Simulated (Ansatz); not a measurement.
The reference is PbTe in the zinc blende structure (space group F-43m, No. 216; a = 7.284 Å; a hypothetical phase, not in the database extracts checked). Axes: x, y, z lie along the cube axes.

Levels (all Ansatz, a first-principles code, PAW): r2SCAN (500 eV, scalar-relativistic without spin-orbit coupling); HSE06 (420 eV, without spin-orbit coupling).

Its gap is 0.75 eV with r2SCAN and 0.97 eV with HSE06.

Now apply this change: the symmetric strain tensor [0.0097 -0.0008 0.0034; -0.0008 -0.0194 -0.0024; 0.0034 -0.0024 0.0087]; the atoms relax in the strained cell.

With r2SCAN the gap becomes 0.64 eV.

Task: If the HSE06 correction stayed the same, what would the HSE06 gap be, and what does the HSE06 run give?

Result: A rigid correction of +0.22 eV gives 0.86 eV. The HSE06 run gives 0.86 eV, so the two effects roughly add.

Single points use the geometry relaxed with r2SCAN. HSE06 gaps are upper bounds (no full band path). Spin-orbit coupling, missing from the scalar runs, can matter with Pb and Te. No phonon test of stability was made.
